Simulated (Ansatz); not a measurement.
## Pressure series in ZnS

Consider ZnS in the wurtzite structure (space group P6_3mc, No. 186).

```
ZnS
1.0
    3.84514     0.00000     0.00000
   -1.92257     3.32999     0.00000
    0.00000     0.00000     6.30573
Zn S
2 2
Direct
  0.66667   0.33333   0.99985
  0.33333   0.66667   0.49985
  0.66667   0.33333   0.62535
  0.33333   0.66667   0.12535
```

Cell and atoms are relaxed at each pressure.

Method: PBE (Ansatz, a first-principles code), no spin-orbit coupling, earlier PAW set.

Candidates:
(a) pressure 1.8 GPa
(b) pressure 4.2 GPa
(c) pressure −2 GPa
(d) pressure −1 GPa
(e) pressure 18 GPa

Before the change:

Band gap: 2.07 eV

Order them by band gap, lowest first.

(c) pressure −2 GPa (1.94 eV), (d) pressure −1 GPa (2.01 eV), (a) pressure 1.8 GPa (2.18 eV), (b) pressure 4.2 GPa (2.31 eV), (e) pressure 18 GPa (2.85 eV)

Load acts through the strain it causes; cell and atoms are relaxed under it. Whether these cells are dynamically stable was not tested. Tetrahedral semiconductors of this kind turn to denser phases somewhere between about 1 and 50 GPa; those were not computed, so compressed cells here can lie past the real transition.
